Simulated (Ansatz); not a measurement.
Results of PBE0 (PAW; Ansatz, an electronic-structure program) for HgS (P6₃mc, No. 186, 4 atoms in the cell; start mp-973676; a measured phase of this formula has another space group).

Settings: plane-wave cutoff 460 eV, 9×9×4 k mesh (along the axes of the cell as run), Fermi–Dirac smearing 0.01 eV, scalar-relativistic PAW data made under PBE.

Cell (relaxed with PBEsol):

```cif
data_Hg2S2
_chemical_formula_sum 'Hg2 S2'
_space_group_name_H-M_alt 'P63mc'
_space_group_IT_number 186
_space_group_name_Hall 'P 6c -2c'
_cell_length_a 4.15733
_cell_length_b 4.15733
_cell_length_c 6.77895
_cell_angle_alpha 90.000
_cell_angle_beta 90.000
_cell_angle_gamma 120.000
loop_
_atom_site_label
_atom_site_type_symbol
_atom_site_symmetry_multiplicity
_atom_site_Wyckoff_symbol
_atom_site_fract_x
_atom_site_fract_y
_atom_site_fract_z
_atom_site_occupancy
Hg1 Hg 2 b 0.66667 0.33333 0.49914 1
S1 S 2 b 0.33333 0.66667 0.37586 1
```

Q: Give the computed band gap.

A: 
- band gap: 1.03 eV (on the SCF k mesh)

Note: cell and atoms aren't relaxed at this level (pressure 1.4 GPa).

Spin–orbit coupling is not included.

Static lattice: no zero-point or thermal effects.

A start named mp-… is a Materials Project structure, which need not be a measured phase.
